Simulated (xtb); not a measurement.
xtb 6.7.1, GFN1-xTB: Si(Me)(OMe)(SMe)2 (CO[Si](C)(SC)SC), 20 atoms. The geometry is a generated start, not checked to be a minimum at this level.

```yaml
run_flags: --grad
method: GFN1-xTB
"--acc": 1 (default)
"--etemp (K)": 300 (default)
basis_functions: 74
valence_electrons: 50
```

```xyz
20

C     -1.8981    -1.6238    -1.1997
O     -1.3261    -0.3951    -0.8364
Si     0.0826    -0.1224    -0.0861
C      0.0310    -0.5883     1.7654
S      0.3835     1.9945    -0.3050
C     -1.2898     2.5702     0.1033
S      1.6462    -1.2121    -1.0847
C      3.1079    -0.3313    -0.4461
H     -1.1910    -2.2060    -1.7916
H     -2.1795    -2.1887    -0.3094
H     -2.7868    -1.4089    -1.7923
H     -0.8321    -0.1404     2.2515
H      0.9171    -0.2380     2.2901
H     -0.0301    -1.6650     1.9053
H     -2.0005     2.0926    -0.5618
H     -1.2938     3.6456    -0.0421
H     -1.5131     2.3320     1.1390
H      2.9794     0.7340    -0.6059
H      3.9635    -0.6973    -1.0042
H      3.2297    -0.5516     0.6107
```

One run each on 1 thread. Values of broydamp tried: 0.02, 0.05, 0.1, 0.2, 0.4 (default), 0.6, 0.8, 1.

Which value of broydamp needs the fewest SCC iterations, and what happens away from it?

Fewest SCC iterations, within one of each other: 0.2 with 12, 0.4 (default) with 11, 0.6 with 11. The count rises to 18 at 0.02. All converge to one solution.

| broydamp | SCC iterations | end |
|---|---|---|
| 0.02 | 18 | same solution |
| 0.05 | 15 | same solution |
| 0.1 | 14 | same solution |
| 0.2 | 12 | same solution |
| 0.4 (default) | 11 | same solution |
| 0.6 | 11 | same solution |
| 0.8 | 13 | same solution |
| 1 | 13 | same solution |
